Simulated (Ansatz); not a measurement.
Gd in the hcp (Mg type) structure (space group P6_3/mmc, No. 194; ferromagnetic)

```
CELL_PARAMETERS angstrom
      3.56576     0.00000     0.00000
     -1.78288     3.08804     0.00000
      0.00000     0.00000     5.69496
ATOMIC_POSITIONS crystal
  Gd 0.33333 0.66667 0.75000
  Gd 0.66667 0.33333 0.25000
```

All numbers come from PBEsol in Ansatz (plane waves to 420 eV, PAW, scalar-relativistic without spin-orbit coupling). k-mesh 15×15×8 (Γ-centred); smearing 0.05 eV (Fermi–Dirac).

The volume per atom is 31.35 Å³ and the density is 8.33 g/cm³. The band gap comes out as zero and the magnetic state is ferromagnetic. The total energy is -9227.965 eV/atom (σ→0; compares only within this code and set-up).

Other magnetic orders, which the real material may have, were not ruled out. The state of the 4f shell was not checked for lower solutions. No phonon test of stability was made.

Ansatz is a program for electronic structure.
